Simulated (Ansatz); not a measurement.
# Nb: energy against strain

Nb (bcc, Im-3m, 17.530 Å³/atom at rest) under an equal strain ε in the (001) plane with the normal axis free, as in a coherent film. PBEsol in Ansatz, a plane-wave DFT program (PAW, default set), 420 eV, 28×28×28 Γ-centred mesh, Fermi-Dirac smearing 0.10 eV; ions are relaxed within the symmetry of each cell.

Here s stands for strain and y for E less E0.

| strain (%) | E less E0 (meV/atom) |
|---|---|
| -3.00 | ? |
| -1.50 | 6.18 |
| -1.00 | 2.61 |
| -0.50 | 0.57 |
| 0.00 | 0.00 |
| 0.50 | 0.80 |
| 1.00 | 2.84 |
| 1.50 | 6.00 |

Fit y of the 7 rows that show it with a parabola. Least squares gives y = 0.010 + 0.0107·s + 2.7043·s². Residuals (row less fit): 0.101, -0.094, -0.111, -0.010, 0.109, 0.115, -0.111; standard error 0.131 (degrees of freedom: 4). Twice the quadratic coefficient over the volume, 2 × 2.7043 meV × 10⁴ × 0.1602 / 17.530 Å³, is twice the biaxial elastic modulus of this plane = 494 ± 10 GPa.

**Question.** Predict the withheld y at s = -3.00 from the fit, and compare with the calculation.

**Answer.** y = 0.010 + 0.0107 × (-3.0) + 2.7043 × (-3.0)² = 24.317 meV/atom. The calculation gives 26.88 meV/atom, 2.563 meV/atom above the prediction (9.5 % of the range of y in the table). The row lies outside the fitted rows, so this is an extrapolation. From the scatter of the fitted rows alone, a prediction at this place has a standard error of 0.501 meV/atom, so the miss is 5.1 times that.

One order more, fitted to all 13 runs of the series, follows each within 0.05, so the miss is the next term of a smooth law. In a metal these values are sensitive to mesh and smearing; energies are taken to zero smearing, stresses follow the free energy. Rows are the converged runs of the series near zero and its far end; series whose fitted rows scatter by over a few per cent of the range, as at a crossing or softening among them, aren't shown in this form. Most that stay on the fit to the last digits aren't either.
